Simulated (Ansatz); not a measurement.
A self-consistent single point of TiCd (P4mm, 4 atoms in the cell) with Ansatz (a first-principles code).

Level of theory: PBEsol, default PAW files made with PBE (plane waves; Ansatz).

The change in words: lattice scaled by 0.98; basis.ecutwfc: 420 eV → 210 eV. Reference geometry:
```
TiCd
1.0
    2.90254     0.00000     0.00000
    0.00000     2.90254     0.00000
    0.00000     0.00000     9.05925
Ti Cd
2 2
Direct
  0.00000   0.50000   0.39679
  0.50000   0.00000   0.60873
  0.00000   0.50000   0.86667
  0.50000   0.00000   0.13333
```

Reference input (self-consistent single point, DFT, PBEsol, plane waves, default PAW files made with PBE): basis.ecutwfc = 420 eV; kpoints.mp_grid.grid = 9 9 3; hamiltonian.xc = pbesol; hamiltonian.pseudopotentials = {kind: paw} (the program's default PAW files); scf.occupations.method = fermi_dirac; scf.occupations.width = 0.1 eV. This run's input differs from it in these lines:

Ansatz 0.2 input:
```diff
@@ -3,5 +3,5 @@
   lattice:
-    - [2.902540, 0.000000, 0.000000]
-    - [0.000000, 2.902540, 0.000000]
-    - [0.000000, 0.000000, 9.059251]
+    - [2.844489, 0.000000, 0.000000]
+    - [0.000000, 2.844489, 0.000000]
+    - [0.000000, 0.000000, 8.878066]
   atoms:
@@ -12,3 +12,3 @@
 basis:
-  ecutwfc: 420.0 eV
+  ecutwfc: 210.0 eV
 kpoints:
```

The program printed (abridged):

```
SCF iter   1: F=—  HF=-21293.579605 eV  |F-HF|=—  |Δ(HF+E_count)|=         —  Δρ=1.14e-1  dr2=4.59e0  ethr=1.77e-3  ⟨swp⟩=4.3  Hψ=3406  notcnv=0
all-band conjugate gradients solve this SCF's bands
preconditioner: auto → Kerker (q_TF=auto, 2.676 Å⁻¹)
SCF iter   2: F=—  HF=-21291.289710 eV  |F-HF|=—  |Δ(HF+E_count)|=    2.29e0  Δρ=4.15e-2  dr2=4.83e-1  ethr=1.77e-3  ⟨swp⟩=2.0  Hψ=2580  notcnv=0
   [... lines left out ...]
SCF iter   5: F=—  HF=-21291.057397 eV  |F-HF|=—  |Δ(HF+E_count)|=   6.61e-4  Δρ=3.84e-4  dr2=2.73e-4  ethr=5.53e-6  ⟨swp⟩=2.0  Hψ=1641  notcnv=0
SCF iter   6: F=—  HF=-21291.057372 eV  |F-HF|=—  |Δ(HF+E_count)|=   2.53e-5  Δρ=1.08e-4  dr2=7.18e-5  ethr=4.26e-7  ⟨swp⟩=1.3  Hψ=1185  notcnv=0
SCF iter   7: F=—  HF=-21291.057376 eV  |F-HF|=—  |Δ(HF+E_count)|=   4.31e-6  Δρ=3.68e-5  dr2=3.81e-6  ethr=1.12e-7  ⟨swp⟩=1.8  Hψ=1233  notcnv=0
SCF iter   8: F=-21291.057376 eV  HF=-21291.057376 eV  |F-HF|=1.25e-8  |Δ(HF+E_count)|=   3.96e-7  Δρ=6.89e-6  dr2=2.81e-8  ethr=1.56e-10  ⟨swp⟩=2.6  Hψ=3643  notcnv=0
SCF 1 converged in 8 iterations: F = -21291.057376 eV  dr2 = 2.81e-8
Free energy (F): -21291.057376 eV
Internal energy: -21290.977714 eV  (E = F + TS)
E sigma→0 (E₀):  -21291.017545 eV
Entropy (-TS):   -0.079661 eV (-19.915 meV/atom)
Fermi energy:    15.426708 eV
--- Forces (eV/Å), atoms counted from 1 ---
  atom   1  Ti    -0.00000000     0.00000000    -1.08216196
  atom   2  Ti    -0.00000000     0.00000000     0.80589197
  atom   3  Cd    -0.00000000     0.00000000    -0.36371138
  atom   4  Cd     0.00000000     0.00000000     0.63999438
--- Stress (GPa, compression-positive) ---
        8.705349       0.000000       0.000000
        0.000000       8.705349       0.000000
        0.000000       0.000000      11.943947
  P = ⅓ Tr σ = 9.7849 GPa (97.849 kbar)
  The stress holds the Pulay correction. Without it, at fixed plane waves, as pw.x and ABINIT print it: P = -290.4391 GPa
```

The run converged in 8 iterations. Against the reference run the free energy rises by 6.30 eV/atom, the pressure goes from -3.68 to 9.78 GPa and the largest force goes from 0.288 to 1.082 eV/Å.

The starting cell comes from a database of computed structures (which also holds hypothetical and non-ambient phases and stackings), without a prior relaxation at this level. Its lattice was rescaled by up to half a per cent. One atom was moved a little off its site on purpose. For this run, on top of that: lattice scaled by 0.98. Spin polarisation is off. Forces in this geometry exceed 1 eV/Å. Ansatz's pressure includes its estimate of the finite-basis (Pulay) stress. Without the estimate this run gives -290.44 GPa. The cutoff lies below the one recommended for these files.
